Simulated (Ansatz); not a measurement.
CuI, response to strain

Base system: CuI in the zinc blende structure (space group F-43m, No. 216; a = 5.862 Å). Axes: x, y, z lie along the cube axes.

Strains are applied to the cell and any free atomic positions relax; under biaxial strain the out-of-plane vector relaxes too.

Calculations: plane-wave PAW DFT at the LDA level (Ansatz, an electronic-structure program, 420 eV), no spin-orbit coupling.

```csv
"biaxial strain, plane normal [111], relaxed out of plane (%)",out-of-plane strain (%)
-2.5,2.20
-2.08,1.81
-1.67,1.45
-1.25,?
-0.83,0.71
-0.42,0.34
0,0.00
```

Q: Fit ε⊥ = −νε + γε² (strains in %) to the rows shown and predict the withheld row.

A: Least squares on the printed values gives ν = 0.83 (the biaxial Poisson response) and γ = 0.018 (largest residual 0.01 %); this predicts 1.07 %, and the run gives 1.07 %, in agreement.

No phonon test of stability was made. The final runs are not spin-polarised.
